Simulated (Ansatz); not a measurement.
The reference is TiAl (space group P4/mmm, No. 123; a = 2.813 Å, c = 4.059 Å).

Method: DFT with r2SCAN, PAW potentials and a 500 eV plane-wave cutoff in Ansatz (a first-principles code), no spin-orbit coupling, earlier PAW set.

For the base:

The lattice parameter a comes out as 2.813 Å and the c/a ratio is 1.443.

One thing is altered: cell and atoms relaxed at a pressure of 22.5 GPa.

**Question.** Estimate the effect on the lattice parameter a and c/a ratio.

**Answer.** The lattice parameter a decreases by 0.130 Å, from 2.813 Å to 2.683 Å; the c/a ratio remains 1.443.

Load acts through the strain it causes; cell and atoms are relaxed under it. Stability against distortions was not tested. Competing high-pressure phases were not computed. The final runs are not spin-polarised.
